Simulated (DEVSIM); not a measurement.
Device: CdS/CdTe n-p heterojunction, at 350 K.

```tsv
layer (left to right)	material	thickness (μm)	Nd (cm⁻³)	Na (cm⁻³)	τn (s)	τp (s)
1	CdS	0.0530	1.4e17	-	2e-9	2e-10
2	CdTe	3.10	-	2.2e15	2e-9	2e-9
```

Left contact: ohmic. Right contact: ohmic. Voltage is applied to the left contact. Recombination: SRH at mid-gap. Mobility is constant in doping.

The device is made up for the run: typed textbook-type constants, with dimensions and the other settings drawn at random. Values at 300 K; Nc and Nv go as T^1.5, mobilities as T to minus their exponent, the gap by Varshni's rule with the affinity fixed.

| parameter | CdS | CdTe |
|---|---|---|
| gap (eV) | 2.4 | 1.5 |
| affinity (eV) | 4.3 | 4.28 |
| permittivity | 9 | 10.2 |
| Nc (cm⁻³) | 2.2e18 | 8e17 |
| Nv (cm⁻³) | 1.8e19 | 1.8e19 |
| μn (cm²/Vs) | 300 | 1000 |
| μp (cm²/Vs) | 25 | 80 |
| T exponent of μn | 1.5 | 1.7 |
| T exponent of μp | 1.5 | 1.5 |
| Varshni α (eV/K) | 0.00039 | 0.00031 |
| Varshni β (K) | 103 | 108 |

Model (solved in DEVSIM): 1D drift-diffusion, Boltzmann statistics, complete ionisation; no tunnelling, impact ionisation, image-force lowering or self-heating. Band offsets follow the typed affinities; no thermionic-emission limit at abrupt steps, no polarisation charge.

### Question
Tabulate band edges, carrier densities and field at -1.1 V on the left contact.

### Answer
Energies count from the Fermi level of the right contact; mesh points crowd at the junctions.

```
x (μm)    Ec (eV)  Ev (eV)  n (cm⁻³)  p (cm⁻³)  field (V/cm)
--------  -------  -------  --------  --------  ------------
0.000       1.190   -1.192    1.4e17     < 1e2           210
0.004495    1.190   -1.192    1.4e17     < 1e2           230
0.01240     1.190   -1.191    1.4e17     < 1e2           380
0.02633     1.191   -1.190    1.3e17     < 1e2          1300
0.04279     1.197   -1.185    1.1e17     < 1e2          6200
0.04975     1.203   -1.179    9.2e16     < 1e2         11000
0.05362     1.228   -0.258    1.5e16    2.6e14         13000
0.06150     1.237   -0.248    1.1e16    3.6e14         11000
0.07479     1.250   -0.235    6.9e15    5.5e14          8600
0.1013      1.268   -0.217    3.8e15    1.0e15          5500
0.1543      1.288   -0.197    1.9e15    2.0e15          2400
0.3079      1.301   -0.184    1.1e15    3.1e15           120
0.5670      1.299   -0.186    9.1e14    3.1e15          -150
1.084       1.289   -0.196    6.9e14    2.9e15          -240
2.242       1.252   -0.234    3.7e14    2.6e15          -410
2.699       1.231   -0.254    2.3e14    2.4e15          -490
2.919       1.220   -0.266    1.4e14    2.3e15          -540
3.038       1.213   -0.272    7.6e13    2.3e15          -570
3.111       1.209   -0.276    3.0e13    2.2e15          -580
3.134       1.208   -0.278    1.4e13    2.2e15          -580
3.146       1.207   -0.278    5.1e12    2.2e15          -580
3.153       1.207   -0.279     < 1e2    2.2e15          -580
```
